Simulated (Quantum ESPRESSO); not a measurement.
Input and output of a self-consistent single point for Pt (Fm-3m, 1 atom in the cell) (Quantum ESPRESSO).

Method: PBEsol, SSSP 1.1.2 efficiency (PBE) pseudopotentials (plane waves; Quantum ESPRESSO).

```yaml
crystal:
  lattice:
    - [-1.95412, 0.00000, 1.95412]
    - [0.00000, 1.95412, 1.95412]
    - [-1.95412, 1.95412, 0.00000]
  atoms:
    - { symbol: Pt, position: [0.00000, 0.00000, 0.00000] }
```

Reference input (self-consistent single point, DFT, PBEsol, plane waves, SSSP 1.1.2 efficiency (PBE) pseudopotentials): ecutwfc = 40 Ry; ecutrho = 320 Ry; occupations = smearing; smearing = gauss; degauss = 0.0073499 Ry; input_dft = pbesol; potentials = {Pt: pt_pbe_v1.4.uspp.F.UPF}; K_POINTS = automatic 12 12 12 0 0 0; conv_thr = 1e-10 Ry; mixing_beta = 0.4. This run's input differs from it in these lines:

```diff
@@ -13,4 +13,4 @@
     ntyp = 1,
-    ecutwfc = 40,
-    ecutrho = 320,
+    ecutwfc = 20,
+    ecutrho = 160,
     occupations = 'smearing',
```

Log, with long lists cut:

```
     Self-consistent Calculation

     iteration #  1     ecut=    20.00 Ry     beta= 0.40

     negative rho (up, down):  1.836E-01 0.000E+00

     total energy              =    -209.76543402 Ry
     estimated scf accuracy    <       0.97257998 Ry

     iteration #  2     ecut=    20.00 Ry     beta= 0.40

     negative rho (up, down):  1.854E-01 0.000E+00

     total energy              =    -209.88726714 Ry
     estimated scf accuracy    <       0.02628435 Ry

     iteration #  3     ecut=    20.00 Ry     beta= 0.40

     negative rho (up, down):  1.903E-01 0.000E+00

     total energy              =    -209.89405667 Ry
     estimated scf accuracy    <       0.00042257 Ry

   [... 3 blocks of this kind left out ...]

     iteration #  7     ecut=    20.00 Ry     beta= 0.40

     negative rho (up, down):  1.899E-01 0.000E+00

     total energy              =    -209.89411913 Ry
     estimated scf accuracy    <          3.1E-10 Ry

     iteration #  8     ecut=    20.00 Ry     beta= 0.40

     negative rho (up, down):  1.899E-01 0.000E+00
     End of self-consistent calculation

     the Fermi energy is    23.0129 ev

!    total energy              =    -209.89411917 Ry
     estimated scf accuracy    <          2.5E-11 Ry
     smearing contrib. (-TS)   =      -0.00065902 Ry
     internal energy E=F+TS    =    -209.89346015 Ry

     convergence has been achieved in   8 iterations

     negative rho (up, down):  1.899E-01 0.000E+00

     Forces acting on atoms (cartesian axes, Ry/au):

     atom    1 type  1   force =     0.00000000    0.00000000    0.00000000

     Total force =     0.000000     Total SCF correction =     0.000000

     negative rho (up, down):  1.899E-01 0.000E+00
          total   stress  (Ry/bohr**3)                   (kbar)     P=    -3151.69
  -0.02142473   0.00000000  -0.00000000        -3151.69        0.00       -0.00
   0.00000000  -0.02142473  -0.00000000            0.00    -3151.69       -0.00
   0.00000000  -0.00000000  -0.02142473            0.00       -0.00    -3151.69

   JOB DONE.
```

The run converged in 8 iterations. Against the reference run the free energy goes up by 5.64 eV/atom and the pressure goes from 1.12 to -315.2 GPa.

The starting cell has typed, rounded lattice constants, without a prior relaxation at this level. Its lattice was rescaled by up to half a per cent. Spin polarisation is off. At the lowered cutoff the pressure carries the error of an incomplete plane-wave basis.
